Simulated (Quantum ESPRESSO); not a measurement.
A working Quantum ESPRESSO input for SiO2 (Ia-3d, 36 atoms in the cell) (DFT, LDA (PZ), plane waves, GBRV 1.5 ultrasoft (LDA) pseudopotentials):

```fortran
&control
 calculation = 'scf'
 prefix = 'scf'
 outdir = './tmp/'
 pseudo_dir = './'
 verbosity = 'high'
 tprnfor = .true.
 tstress = .true.
/
&system
 ibrav = 0
 nat = 36
 ntyp = 2
 ecutwfc = 40
 ecutrho = 200
 occupations = 'fixed'
 nbnd = 100
/
&electrons
 conv_thr = 1e-10
/
ATOMIC_SPECIES
Si    28.0850  si_lda_v1.uspp.F.UPF
O     15.9990  o_lda_v1.2.uspp.F.UPF
ATOMIC_POSITIONS crystal
Si    0.1250000000    0.7500000000    0.8750000000
Si    0.8750000000    0.2500000000    0.1250000000
Si    0.7500000000    0.3750000000    0.6250000000
Si    0.2500000000    0.6250000000    0.3750000000
Si    0.3750000000    0.2500000000    0.6250000000
Si    0.6250000000    0.7500000000    0.3750000000
Si    0.2500000000    0.1250000000    0.8750000000
Si    0.7500000000    0.8750000000    0.1250000000
Si    0.8750000000    0.1250000000    0.7500000000
Si    0.1250000000    0.8750000000    0.2500000000
Si    0.6250000000    0.3750000000    0.2500000000
Si    0.3750000000    0.6250000000    0.7500000000
O     0.3145400000    0.4072700000    0.6572700000
O     0.6854600000    0.5927300000    0.3427300000
O     0.4072700000    0.2500000000    0.0927300000
O     0.5927300000    0.7500000000    0.9072700000
O     0.2500000000    0.6572700000    0.8427300000
O     0.7500000000    0.3427300000    0.1572700000
O     0.6572700000    0.3145400000    0.4072700000
O     0.3427300000    0.6854600000    0.5927300000
O     0.1854600000    0.8427300000    0.0927300000
O     0.8145400000    0.1572700000    0.9072700000
O     0.0927300000    0.1854600000    0.8427300000
O     0.9072700000    0.8145400000    0.1572700000
O     0.2500000000    0.0927300000    0.4072700000
O     0.7500000000    0.9072700000    0.5927300000
O     0.8427300000    0.2500000000    0.6572700000
O     0.1572700000    0.7500000000    0.3427300000
O     0.0927300000    0.4072700000    0.2500000000
O     0.9072700000    0.5927300000    0.7500000000
O     0.4072700000    0.6572700000    0.3145400000
O     0.5927300000    0.3427300000    0.6854600000
O     0.8427300000    0.0927300000    0.1854600000
O     0.1572700000    0.9072700000    0.8145400000
O     0.6572700000    0.8427300000    0.2500000000
O     0.3427300000    0.1572700000    0.7500000000
K_POINTS automatic
3 3 3  1 1 1
CELL_PARAMETERS bohr
  -9.5722659548     9.5722659548     9.5722659548
   9.5722659548    -9.5722659548     9.5722659548
   9.5722659548     9.5722659548    -9.5722659548
```

The run converged in 16 iterations: free energy E − TS -12170.0973 eV; top of the valence band (on the code's own zero) 0.79 eV; gap on the k-point mesh 5.91 eV; pressure -1.20 GPa; largest force (vector length) 0.025 eV/Å. Each of these slips is then made, one at a time:

(1)
```diff
-CELL_PARAMETERS bohr
-  -9.5722659548     9.5722659548     9.5722659548
-   9.5722659548    -9.5722659548     9.5722659548
-   9.5722659548     9.5722659548    -9.5722659548
```

(2)
```diff
-3 3 3  1 1 1
+3 3 3
```

How does each altered input end?


(1) No cell vectors for a free lattice. The program stopped before any SCF iteration.
```
Error in routine cell_base_init (1):
ibrav=0: must read cell parameters
```

(2) An automatic mesh without its three shifts. The program stopped before any SCF iteration.
```
Error in routine card_kpoints (1):
end of file while reading automatic k points
```

The starting cell comes from a database of computed structures (which also holds hypothetical and non-ambient phases and stackings), without a prior relaxation at this level. The shifted mesh does not hold Γ, so a gap read on it misses any band edge there.

Left out of this page: 3 runs of the series outside the window shown, repeating another row's setting, or not comparable.
